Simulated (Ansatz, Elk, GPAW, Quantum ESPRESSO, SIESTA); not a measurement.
# Code comparison for Zn3Ag (P-6m2, 4 atoms in the cell)

Self-consistent single point, at a second geometry (lattice scaled by 0.98). First geometry:

```yaml
crystal:
  lattice:
    - [2.87804, 0.00000, 0.00000]
    - [-1.43902, 2.49246, 0.00000]
    - [0.00000, 0.00000, 8.65170]
  atoms:
    - { symbol: Zn, position: [0.66667, 0.33333, 0.50000] }
    - { symbol: Zn, position: [0.33333, 0.66667, 0.25680] }
    - { symbol: Zn, position: [0.33333, 0.66667, 0.74320] }
    - { symbol: Ag, position: [0.66667, 0.33333, 0.00000] }
```

Shared settings, as Ansatz (a program for electronic structure) writes them: kpoints.mp_grid.grid = 13 13 4; scf.occupations.method = fermi_dirac; scf.occupations.width = 0.05 eV. Potentials and cutoffs stand in the table.

```
code                                                                                                                                      model  ΔF from the first geometry (meV/atom)  pressure (GPa)  largest force (eV/Å)       cutoff
----------------  -----------------------------------------------------------------------------------------------------------------------------  -------------------------------------  --------------  --------------------  -----------
Elk                                                             PBEsol, all-electron FP-LAPW, Elk's shipped species files, default APW+lo basis                                  -13.9               –                     –      default
SIESTA            GGA PBEsol, numerical atomic orbitals DZP, PseudoDojo PBEsol standard norm-conserving potentials (rewritten from UPF to PSML)                                  -38.5           -2.89                 0.165  grid 300 Ry
Ansatz                                                                                                          PBEsol, PAW files made with PBE                                  -11.6            0.81                 0.096      default
GPAW                                                                                      PBEsol, GPAW PAW datasets PBEsol (made by gpaw-setup)                                  -12.2            0.82                 0.096       850 eV
Quantum ESPRESSO                                                                             PBEsol, PSlibrary ultrasoft (PBE) pseudopotentials                                  -12.2           -1.37                 0.074        50 Ry
```

For Quantum ESPRESSO (by 2.1 GPa) the energy change implies a higher mean pressure, against the two pressures, than for the other programs: a sign of finite-basis (Pulay) stress.

A dash marks a value that a program does not give, or that is left out as unsure.

The spread over the programs that give each value: ΔF from the first geometry within 26.9 meV/atom; pressure within 3.71 GPa; largest force within 0.091 eV/Å.

SIESTA uses small atom-centred bases, whose incompleteness enters pressures, forces and empty levels differently from a plane-wave cutoff. Elk treats all electrons, but the usual bases taken here (sphere radii, linearisation, local orbitals, empty states) were not tested for convergence, so the values are no reference for the others. Ansatz's pressure is given at a fixed set of plane waves, as the other plane-wave codes print theirs; with its correction for the finite basis it is 0.92 GPa. In the pressure, SIESTA (by 3.69) and Quantum ESPRESSO (by 2.17) lie more than 1 GPa from the median of the plane-wave programs.

The starting cell comes from a database of computed structures (which also holds hypothetical and non-ambient phases and stackings), without a prior relaxation at this level. Its lattice was rescaled by a random factor within 2.5 % of one. For this run, on top of that: lattice scaled by 0.98.

Keys are those of Ansatz 0.2.
